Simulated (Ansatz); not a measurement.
A computed series for Ge: pressure series

The reference is Ge in the diamond structure (space group Fd-3m, No. 227; a = 5.676 Å).

Cell and atoms are relaxed at each pressure.

Computed with PBEsol (Ansatz, a program for electronic structure, PAW, no spin-orbit coupling).

```tsv
pressure (GPa)	volume per atom (Å³/atom)
-2	23.601
-1	23.211
0	22.860
2.1	22.197
4.5	?
9	20.597
15	19.588
22.5	18.611
30	17.829
```

**Question.** Fit the third-order Birch–Murnaghan form P(V) = (3B₀/2)[(V₀/V)^(7/3) − (V₀/V)^(5/3)]·[1 + (3/4)(B₀′ − 4)((V₀/V)^(2/3) − 1)] (squares taken in P) to the rows shown and predict the withheld row.

**Answer.** Least squares on the printed values gives V₀ = 22.859 Å³/atom, B₀ = 68.0 GPa, B₀′ = 4.6; this predicts 21.573 Å³/atom, and the run gives 21.561 Å³/atom, 0.012 lower.

Measured bulk modulus of Ge: 77.3 GPa (static lattice; corrected from measurement; as listed in Tanner et al., arXiv (2021)); the computed value is 12 % below it.

Load acts through the strain it causes; cell and atoms are relaxed under it. No phonon test of stability was made. Measured, Ge leaves this structure (for the β-tin structure) near 10.6 GPa (room temperature; as listed in arXiv:1906.07825).
